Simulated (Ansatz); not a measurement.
Consider N vacancy in wurtzite AlN with all lengths changed by -1 %, charge state +1. These are PBE, PAW (plane waves to 420 eV; Ansatz, a program for electronic structure) values and carry that method's errors.

72-site cell at the strained lattice (strain from the relaxed PBE one, atoms relaxed), a 2×2×2 k-point mesh shifted by half a step along c, smearing 0.01 eV, spin-restricted, no finite-size correction. Static, classical nuclei. The charge state is imposed; whether it is stable for some Fermi level was not computed. Forms of the defect that were not tried may lie lower.

Relaxed starting cell (atoms counted from 1):

```xyz
71
Lattice="9.2969 0.0000 0.0000 -4.6484 8.0513 0.0000 0.0000 0.0000 9.9360" Properties=species:S:1:pos:R:3 pbc="T T T"
Al     1.5478     0.8946     2.4087
Al     1.5473     0.8947     7.4538
Al     0.0005     3.5889     2.4658
Al    -0.0001     3.5834     7.4414
Al    -1.5413     6.2590     2.4662
Al    -1.5470     6.2620     7.4412
Al     4.6546     0.8873     2.4658
Al     4.6493     0.8907     7.4415
Al     3.0946     3.5891     2.4660
Al     3.0948     3.5832     7.4415
Al     1.5474     6.2622     2.4650
Al     1.5470     6.2622     7.4434
Al     7.7376     0.8870     2.4657
Al     7.7422     0.8903     7.4412
Al     6.1959     3.5784     2.4679
Al     6.1958     3.5785     7.4424
Al     4.6361     6.2590     2.4663
Al     4.6413     6.2620     7.4410
Al    -0.0268     1.8032     4.9595
Al    -0.0052     1.7911     9.9234
Al    -1.5553     4.4713     4.9582
Al    -1.5531     4.4721     9.9214
Al    -3.1014     7.1302     4.9582
Al    -3.1012     7.1529     9.9236
Al     3.1218     1.8035     4.9589
Al     3.1002     1.7912     9.9237
Al     1.5474     4.4801     4.9628
Al     1.5475     4.4744     9.9198
Al     0.0038     7.1534     4.9626
Al    -0.0012     7.1562     9.9199
Al     6.1960     1.7933     4.9583
Al     6.1959     1.7910     9.9216
Al     4.6507     4.4709     4.9585
Al     4.6481     4.4720     9.9215
Al     3.0906     7.1533     4.9628
Al     3.0958     7.1560     9.9196
N      1.5475     0.8946     9.3490
N      0.0078     3.5725     4.3636
N     -0.0025     3.5742     9.3365
N     -1.5519     6.2738     4.3639
N     -1.5557     6.2638     9.3365
N      4.6367     0.8891     4.3634
N      4.6429     0.8974     9.3365
N      3.0872     3.5726     4.3636
N      3.0975     3.5742     9.3366
N      1.5472     6.2622     4.3641
N      1.5471     6.2624     9.3352
N      7.7552     0.8888     4.3635
N      7.7488     0.8972     9.3364
N      6.1961     3.5781     4.3655
N      6.1959     3.5782     9.3361
N      4.6467     6.2737     4.3639
N      4.6502     6.2636     9.3364
N      0.0002     1.7881     1.9061
N      0.0091     1.7828     6.8374
N     -1.5510     4.4733     1.8850
N     -1.5508     4.4737     6.8487
N     -3.1011     7.1588     1.9061
N     -3.1012     7.1702     6.8370
N      3.0952     1.7884     1.9060
N      3.0854     1.7828     6.8371
N      1.5475     4.4732     1.8804
N      1.5474     4.4732     6.8522
N     -0.0020     7.1566     1.8805
N     -0.0022     7.1570     6.8522
N      6.1962     1.7886     1.8850
N      6.1958     1.7883     6.8487
N      4.6460     4.4735     1.8850
N      4.6455     4.4735     6.8487
N      3.0969     7.1564     1.8803
N      3.0964     7.1566     6.8522
```
Cell charge +1.

End state 1 differs by these moves (Å; atoms that move under 0.08 Å are left out):

```tsv
atom	element	Δx	Δy	Δz
44	N	-1.54	-2.67	0.00
```

Estimate the forward and backward barriers to end state 1 that PBE, PAW returns for this input.

forward 4.38 eV, backward 4.38 eV; at the saddle point atom 44 has neighbours Al at 1.77, 2 Al at 2.13, Al at 2.19, Al at 2.20 Å. The saddle point's order was not checked, and it lies on a symmetry element of the cell, where a band can be held.

End state 2 differs by these moves (Å; atoms that move under 0.08 Å are left out):

```json
[
 {"atom": "55", "element": "N", "Δx": "1.54", "Δy": "-0.89", "Δz": "-2.45"}
]
```

Give the forward and backward barriers to end state 2 at the level PBE, PAW.

forward 4.56 eV, backward 4.56 eV; at the saddle point atom 55 has neighbours Al at 1.76, Al at 1.85, Al at 2.28 Å. The saddle point's order was not checked, and it lies on a symmetry element of the cell, where a band can be held.

End state 3 differs by these moves (Å; atoms that move under 0.08 Å are left out):

```json
[
 {"atom": "63", "element": "N", "Δx": "0.00", "Δy": "-3.58", "Δz": "-2.49"}
]
```

Estimate the forward and backward barriers to end state 3 that PBE, PAW returns for this input.

forward 8.82 eV, backward 8.82 eV; at the saddle point atom 63 has neighbours 2 Al at 1.88, Al at 1.93, Al at 2.22, 2 Al at 2.43; 2 N at 2.39 Å. The saddle point's order was not checked, and it lies on a symmetry element of the cell, where a band can be held.
